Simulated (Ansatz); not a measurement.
SiC: energy against strain

SiC (zinc blende, F-43m, 10.338 Å³/atom at rest, cube axes along x, y and z) under a strain ε along a cube axis (axis z), the other axes held. PBEsol in Ansatz, a plane-wave DFT program (PAW, default set), 420 eV, 13×13×13 Γ-centred mesh, Fermi-Dirac smearing 0.05 eV; ions are relaxed within the symmetry of each cell.

Here s stands for strain and y for E less E0.

```
strain (%)  E less E0 (meV/atom)
----------  --------------------
-1.50                       2.84
-1.00                       1.25
-0.50                       0.30
0.00                        0.00
0.50                        0.31
1.00                        1.25
1.50                        2.82
3.00                           ?
```

Task: Fit y against s with a parabola, and predict the withheld value at s = 3.00.

Result: Least squares gives y = -0.008 - 0.0036·s + 1.2605·s². Residuals (row less fit): 0.006, -0.006, -0.009, 0.008, 0.005, 0.001, -0.003; standard error 0.008 (degrees of freedom: 4). Twice the quadratic coefficient over the volume, 2 × 1.2605 meV × 10⁴ × 0.1602 / 10.338 Å³, is the elastic constant C11 = 391 ± 1.1 GPa. At the withheld row, y = -0.008 - 0.0036 × 3.0 + 1.2605 × 3.0² = 11.326 meV/atom. The calculation gives 11.19 meV/atom, 0.136 meV/atom below the prediction (1.2 % of the range of y in the table). The row lies outside the fitted rows, so this is an extrapolation. From the scatter of the fitted rows alone, a prediction at this place has a standard error of 0.030 meV/atom, so the miss is 4.5 times that.

One order more, fitted to all 13 runs of the series, follows each within 0.01, so the miss is the next term of a smooth law. Rows are the converged runs of the series near zero and its far end; series whose fitted rows scatter by over a few per cent of the range, as at a crossing or softening among them, aren't shown in this form. Most that stay on the fit to the last digits aren't either.
